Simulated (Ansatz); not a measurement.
Here is the system:

```xyz
6
Lattice="-2.9389 4.5878 2.7075 2.9389 -4.5878 2.7075 2.9389 4.5878 -2.7075" Properties=species:S:1:pos:R:3 pbc="T T T"
S      1.7504     3.4505     2.7075
S      1.1884    -1.1374     2.7075
S      1.7504     5.7252     0.0000
S      1.1884     1.1374     0.0000
Si     0.0000     0.0000     4.0613
Si     0.0000     0.0000     1.3538
```

No spin polarisation.

All numbers come from PBEsol (Ansatz, an electronic-structure program, PAW, no spin-orbit coupling). Settings: 8×8×8 k-points, 0.05 eV Fermi–Dirac smearing.

Q: Predict the band gap, electron mass, smallest direct gap and pressure.

A: The band gap is 2.67 eV and the electron mass comes out as 0.69 mₑ along a, 0.76 mₑ along b, 1.1 mₑ along c (off the special points). The smallest direct gap comes out as 2.80 eV. The pressure (mean of the normal stresses, compression positive) is 1.23 GPa.

The cells carry an imposed strain or load. Masses are band curvatures over ±0.01 Å⁻¹ around the edge. Stability against distortions was not tested. The cell was made from SiS$_{2}$ (space group Ibam, No. 72; made of chains) by this change: isotropic strain −2.34 %. No dispersion term is included in the PBEsol runs.
